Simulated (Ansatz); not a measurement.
Rb₂Te (Fm-3m, No. 225, 3 atoms in the cell; start mp-441)

These are PBE0 (PAW; Ansatz, a quantum-chemistry and plane-wave program) values and carry that method's errors.

Run with plane-wave cutoff 460 eV, 6×6×6 k mesh, Fermi–Dirac smearing 0.01 eV, scalar-relativistic PAW data made under PBE.

Cell (relaxed with PBEsol):

```
Rb2Te
1.0
    0.00000     4.21636     4.21636
    4.21636     0.00000     4.21636
    4.21636     4.21636     0.00000
Rb Te
2 1
Cartesian
  2.10818   2.10818   2.10818
  6.32453   6.32453   6.32453
  0.00000   0.00000   0.00000
```

| Property | Result |
|---|---|
| band gap | 3.41 eV (on the SCF k mesh) |
| smallest direct gap on the k points sampled | 3.65 eV |

Note: cell and atoms aren't relaxed at this level (pressure 0.6 GPa).

Spin–orbit coupling is not included; with these elements it can move the gap by several tenths of an eV or more.

The computed numbers hold no vibrational or temperature effects.

A start named mp-… is a Materials Project structure, which need not be a measured phase.
